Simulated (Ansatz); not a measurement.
System: Zr-vacancy pair (Zr on one host Mo site, one Mo site vacant) in bcc Mo (neutral cell). All values below come from PBE, PAW (plane waves to 420 eV; Ansatz, a program for electronic structure).

36-site cell at the relaxed PBE lattice, a 2×2×3 k-point mesh shifted by half a step, smearing 0.10 eV, spin-restricted, no finite-size correction. No zero-point or tunnelling terms. Forms of the defect that were not tried may lie lower.

Barriers: single points on a 3×3×5 k-point mesh shifted by half a step at the bands' geometries (they differ from the bands' own by up to 0.18 eV, and are uncertain by about as much).

Relaxed starting cell (atoms counted from 1):

```yaml
crystal:
  lattice:
    - [9.48245, 0.00000, 0.00000]
    - [0.00000, 9.48245, 0.00000]
    - [0.00000, 0.00000, 6.32164]
  atoms:
    - { symbol: Zr, position: [0.01098, 0.01200, 0.01983] }
    - { symbol: Mo, position: [0.99889, 0.99989, 0.50821] }
    - { symbol: Mo, position: [0.99768, 0.33797, 0.99852] }
    - { symbol: Mo, position: [0.00021, 0.33249, 0.49492] }
    - { symbol: Mo, position: [0.99956, 0.66882, 0.00132] }
    - { symbol: Mo, position: [0.99934, 0.66567, 0.50203] }
    - { symbol: Mo, position: [0.33697, 0.99866, 0.99852] }
    - { symbol: Mo, position: [0.33147, 0.00121, 0.49492] }
    - { symbol: Mo, position: [0.33002, 0.33101, 0.00243] }
    - { symbol: Mo, position: [0.33176, 0.33277, 0.49671] }
    - { symbol: Mo, position: [0.33331, 0.66509, 0.99934] }
    - { symbol: Mo, position: [0.33268, 0.66648, 0.50047] }
    - { symbol: Mo, position: [0.66782, 0.00054, 0.00132] }
    - { symbol: Mo, position: [0.66469, 0.00034, 0.50205] }
    - { symbol: Mo, position: [0.66410, 0.33430, 0.99931] }
    - { symbol: Mo, position: [0.66548, 0.33367, 0.50044] }
    - { symbol: Mo, position: [0.66586, 0.66686, 0.00254] }
    - { symbol: Mo, position: [0.66661, 0.66760, 0.50076] }
    - { symbol: Mo, position: [0.16946, 0.17046, 0.73650] }
    - { symbol: Mo, position: [0.16464, 0.49613, 0.24897] }
    - { symbol: Mo, position: [0.16512, 0.49861, 0.74937] }
    - { symbol: Mo, position: [0.17106, 0.82841, 0.25729] }
    - { symbol: Mo, position: [0.16859, 0.83219, 0.74985] }
    - { symbol: Mo, position: [0.49512, 0.16564, 0.24897] }
    - { symbol: Mo, position: [0.49761, 0.16610, 0.74936] }
    - { symbol: Mo, position: [0.49850, 0.49950, 0.24787] }
    - { symbol: Mo, position: [0.49718, 0.49816, 0.75048] }
    - { symbol: Mo, position: [0.50007, 0.83285, 0.25097] }
    - { symbol: Mo, position: [0.49844, 0.83400, 0.75001] }
    - { symbol: Mo, position: [0.82740, 0.17205, 0.25728] }
    - { symbol: Mo, position: [0.83120, 0.16959, 0.74985] }
    - { symbol: Mo, position: [0.83185, 0.50107, 0.25100] }
    - { symbol: Mo, position: [0.83301, 0.49944, 0.75002] }
    - { symbol: Mo, position: [0.83075, 0.83175, 0.25395] }
    - { symbol: Mo, position: [0.83123, 0.83222, 0.75012] }
```

End state 1 differs by these moves (Å; atoms that move under 0.08 Å are left out):

```
atom  element    Δx    Δy    Δz
----  -------  ----  ----  ----
1          Zr  1.35  1.35  1.33
```

What is the computed forward and backward barriers to end state 1 (PBE, PAW)?

forward 0.55 eV, backward 0.55 eV; at the saddle point atom 1 has neighbours 4 Mo at 2.75, 2 Mo at 2.80, 2 Mo at 3.40, 4 Mo at 3.41 Å. The saddle point's order was not checked, and it lies on a symmetry element of the cell, where a band can be held.
